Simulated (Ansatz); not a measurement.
The parent structure is GaAs in the zinc blende structure (space group F-43m, No. 216; a = 5.746 Å).

All numbers come from DFT with PBE, PAW potentials and a 420 eV plane-wave cutoff in Ansatz (a program for electronic structure), no spin-orbit coupling.

Base values:

| Property | Result |
|---|---|
| Density | 5.07 g/cm³ |
| Valley order | Γ 0.16 eV; L along ⟨111⟩ 0.87 eV; a point along ⟨100⟩, about 0.9 Å⁻¹ from Γ 1.49 eV |

It is then changed as follows: a negative pressure, −1 GPa.

**Question.** What happens to the density?

**Answer.** The density falls by 0.09 g/cm³ to 4.98 g/cm³.

**Question.** What happens to the valley order?

**Answer.** The valley order (the lowest conduction-band minima on the path, energy above the VBM, named in the base's zone) changes from Γ 0.16 eV; L along ⟨111⟩ 0.87 eV; a point along ⟨100⟩, about 0.9 Å⁻¹ from Γ 1.49 eV to Γ 0.04 eV; L along ⟨111⟩ 0.83 eV; a point along ⟨100⟩, about 0.9 Å⁻¹ from Γ 1.51 eV.

The levels and masses belong to the bands next to the band gap. Load acts through the strain it causes; cell and atoms are relaxed under it. Stability against distortions was not tested. The final runs are not spin-polarised.
